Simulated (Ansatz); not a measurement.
Start from AlN in the wurtzite structure (space group P6_3mc, No. 186; a = 3.1138 Å, c = 4.9836 Å).

One thing is altered: full substitution Al → Ga, then cell and atoms are relaxed.

Method: Ansatz (a first-principles code), PBEsol, PAW, cutoff 420 eV, without spin-orbit coupling.

Base, band edges from the VBM (valence, conduction): K -2.41, 4.89; H -0.80, 7.28; M -0.70, 5.67; L -1.38, 5.17; A -0.56, 6.35; Γ 0.00, 4.09 eV.

Task: Give the band edges at the high-symmetry points of the new zone, measured from its valence-band maximum.

Result: 
```csv
point,valence edge (eV),conduction edge (eV)
Γ,0.00,1.88
M,-1.01,4.94
K,-2.77,5.00
A,-0.54,4.21
L,-1.92,4.30
H,-1.50,6.34
```

The gap is 1.88 eV, direct at Γ.

Stability against distortions was not tested.
